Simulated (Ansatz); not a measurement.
# Ti3Al: element substitutions

The parent structure is Ti$_{3}$Al (space group P6_3/mmc, No. 194).

```
CELL_PARAMETERS angstrom
      5.68687     0.00000     0.00000
     -2.84344     4.92498     0.00000
      0.00000     0.00000     4.60771
ATOMIC_POSITIONS crystal
  Ti 0.83036 0.66071 0.25000
  Ti 0.16964 0.83036 0.75000
  Ti 0.33929 0.16964 0.25000
  Ti 0.16964 0.33929 0.75000
  Ti 0.83036 0.16964 0.25000
  Ti 0.66071 0.83036 0.75000
  Al 0.33333 0.66667 0.25000
  Al 0.66667 0.33333 0.75000
```

Each row replaces one element on all its sites; cell and atoms are relaxed.

Levels (all Ansatz, a program for electronic structure, PAW, earlier PAW set): PBEsol (420 eV, spin-orbit coupling left out); r2SCAN (500 eV, without spin-orbit coupling).

Pressures by level, all at the geometries relaxed with PBEsol:

| case | PBEsol | r2SCAN |
|---|---|---|
| base | 0.0 GPa | 3.3 GPa |
| Al → Co | 0.0 GPa | 3.8 GPa |
| Al → Eu | 0.0 GPa | 4.3 GPa |

The magnetic state is the one reached from the starting moments; the real material's order can differ, and small cells can't hold many antiferromagnetic ones. The state of the 4f shell was not checked for lower solutions. Single points use the geometry relaxed with PBEsol. Their cutoffs differ, which shifts pressures a little. No phonon test of stability was made. As relaxed here, Ti3Co and EuTi3 are hypothetical phases, not in the database extracts checked. Starting moments died away, wholly or in part, for Al → Co; another magnetic solution may exist. Spin-polarised in the final run: PBEsol EuTi3 and r2SCAN EuTi3; the other runs are not.
